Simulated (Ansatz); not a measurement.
**What strain tensor (xx, yy, zz, yz, xz, xy) = (−0.19, +0.88, −1.54, −0.46, −0.54, −0.33) % does to hypothetical diamond Ir**

Consider Ir in the diamond structure (space group Fd-3m, No. 227; a = 5.5076 Å; a hypothetical phase, not in the database extracts checked; relaxed with 0.1 eV smearing). Axes: x, y, z lie along the cube axes.

Now apply this change: the symmetric strain tensor [-0.0019 -0.0033 -0.0054; -0.0033 0.0088 -0.0046; -0.0054 -0.0046 -0.0154], atoms relaxed at fixed cell.

Computed with PBEsol in Ansatz (plane waves to 420 eV, PAW, scalar-relativistic without spin-orbit coupling). Γ-centred 18×18×18 mesh, Fermi–Dirac width 0.1 eV.

The volume per atom falls by 0.18 Å³ to 20.70 Å³ and the energy increases by 1.8 meV/atom. The pressure (mean of the normal stresses, compression positive) goes from zero to 1.8 GPa and the band gap stays zero. The stress (xx, yy, zz, yz, xz, xy; compression positive) amounts to (1.8, 1.8, 1.7, 0.5, 0.6, 0.4) GPa.

Final structure:

```
CELL_PARAMETERS angstrom
     -0.02396     2.76552     2.69888
      2.73371    -0.02162     2.69654
      2.73949     2.76896    -0.02740
ATOMIC_POSITIONS crystal
  Ir 0.75089 0.75057 0.75140
  Ir 0.49911 0.49943 0.49860
```

Whether these cells are dynamically stable was not tested. All final runs are without spin polarisation.

Ansatz is a quantum-chemistry and plane-wave program.
